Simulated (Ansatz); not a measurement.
The reference is MoPt (space group Amm2, No. 38; a = 4.455 Å, b = 5.595 Å, c = 9.607 Å; a cell from a computed database, its experimental status unchecked).

Levels (all Ansatz, a first-principles code, PAW): PBEsol (420 eV, no spin-orbit coupling); PBEsol+SOC (420 eV, spin-orbit coupling included).

The geometry is relaxed with PBEsol.

```
Quantity          Result
---------------  -------
PBEsol pressure  0.0 GPa
```

Problem. How does going to PBEsol+SOC change the pressure?

Solution. The pressure goes from zero to -0.3 GPa.

Single points use the geometry relaxed with PBEsol. Differences between runs with and without spin-orbit coupling are approximate. No phonon test of stability was made. The runs without spin-orbit coupling are not spin-polarised.
